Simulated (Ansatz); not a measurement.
## Se, pressure series

The reference is Se (space group P3_121, No. 152; a = 4.507 Å, c = 4.989 Å; made of chains).

Cell and atoms are relaxed at each pressure.

Computed with plane-wave PAW DFT at the r2SCAN level (Ansatz, a program for electronic structure, 500 eV), no SOC, earlier PAW set.

Two rows of this table had their results exchanged by mistake.

```
pressure          volume per atom (Å³)  shortest distance (Å)  band gap
----------------  --------------------  ---------------------  --------
pressure 0.3 GPa                 28.38                  2.376   1.26 eV
pressure 0.7 GPa                 23.17                  2.404   0.60 eV
pressure 1.5 GPa                 26.21                  2.385   1.02 eV
pressure 3 GPa                   24.57                  2.395   0.81 eV
pressure 5 GPa                   27.48                  2.380   1.17 eV
pressure 7.5 GPa                 21.97                  2.411   0.41 eV
pressure 10 GPa                  21.09                  2.416   0.29 eV
```

### Question
Which two?

### Answer
The rows for pressure 0.7 GPa and pressure 5 GPa: the volume has to fall steadily with pressure, so 27.48 Å³ belongs to pressure 0.7 GPa and 23.17 Å³ to pressure 5 GPa.

From pressure 10 GPa on, the axis ratios lie over 15 % from the base's, so the cell there is far from its starting form. Load acts through the strain it causes; cell and atoms are relaxed under it. No phonon test of stability was made. No other phases were tried under pressure. No dispersion term is included, though the crystal is made of layers, chains or molecules, so its spacings can come out too wide. The zero or small gap of Se under pressure 10 GPa can change with the level of theory.
